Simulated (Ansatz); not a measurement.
GaS (P6_3/mmc), PBEsol+D3BJ, rigid bands (Ansatz, a quantum-chemistry and plane-wave program): N_c = 6.04e19 cm⁻³ at 300 K and an electron conductivity mass of 0.458 mₑ along y (a = (3.53, 0.00, 0.00) Å; b = (-1.77, 3.06, 0.00) Å; c = (0.00, 0.00, 15.04) Å).

Problem. For 1e17 electrons per cm³ at 300 K, place the Fermi level, estimate the Seebeck coefficient of a parabolic band with constant τ, and give mobility and conductivity for τ = 50 fs.

Solution. The level lies k_BT ln(N_c/n) = 0.166 eV below the conduction-band minimum. S ≈ −(k_B/e)[ln(N_c/n) + 5/2] = -767 μV/K, against -757 μV/K from the full bands (mean over directions). μ = eτ/m = 192 cm²/(V·s) and σ = neμ = 3.08 S/cm. τ is assumed, not computed.

Band transport and this doping are assumed; polarons and phonon drag are left out. Spin-orbit coupling is left out. Geometry: cell and atoms relaxed with PBEsol+D3(BJ).

Formula and space group known from diffraction (Crystallography Open Database), not checked to be the room-temperature form: GaS (P6_3/mmc). PBEsol with a dispersion correction tends to overbind, so the cell can be several per cent short: GaS (P6_3/mmc).
